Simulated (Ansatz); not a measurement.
Given:

```
CELL_PARAMETERS angstrom
      1.65743     0.95692     8.58346
     -1.65743     0.95692     8.58346
      0.00000    -1.91384     8.58346
ATOMIC_POSITIONS crystal
  Zn 0.21868 0.21868 0.21868
  In 0.00294 0.00294 0.00294
  Ga 0.78714 0.78714 0.78714
  O  0.29509 0.29509 0.29509
  O  0.71124 0.71124 0.71124
  O  0.12118 0.12118 0.12118
  O  0.86373 0.86373 0.86373
```

Level of theory: PBEsol with spin-orbit coupling, rigid bands (plane waves, PAW; Ansatz, a quantum-chemistry and plane-wave program). Condition of this run: spin-orbit coupling switched on. Geometry: cell and atoms relaxed with PBEsol.

Problem. Predict the electron conductivity mass (n e² τ/σ) at 300 K, by direction if it differs.

Solution. 0.21 (x), 0.21 (y), 0.193 (z) mₑ.

Problem. And the band gap?

Solution. 1.15 eV at this level; semilocal functionals usually fall short of the measured gap.

Rigid bands, one relaxation time for all states, no polarons.
